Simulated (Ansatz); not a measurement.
An Ansatz (a first-principles code) input (PBEsol (Ansatz), without spin-orbit coupling):

Ansatz 0.2 input:
```yaml
crystal:
  lattice:
    - [2.8984663156, 0, 0]
    - [-1.4492331578, 2.5101454613, 0]
    - [0, 0, 2.8277253988]
  atoms:
    - { symbol: W, position: [0, 0, 0] }
    - { symbol: C, position: [0.6666666667, 0.3333333333, 0.5] }
basis: { ecutwfc: 420, ecutrho_ratio: 4, xc_grid: 2, fft_grid_basis: typed }
kpoints: { mp_grid: { grid: [18, 18, 16] } }
hamiltonian:
  xc: pbesol
  dispersion: none
  pseudopotentials: { kind: paw }
scf: { occupations: { method: fermi_dirac, width: 0.05 }, convergence: { dr2_threshold: 0.0000000002 } }
output: { forces: true, stress: true }
```

### Question
Which symmetry and how many k-points will the program report, and about how many plane waves at Γ?

### Answer
Space group P-6m2 (ITA 187) with 12 operations, k-points 333 of 5184, and 405 plane waves at Γ.

No phonon test of stability was made. All final runs are without spin polarisation. The cell is WC (space group P-6m2, No. 187).
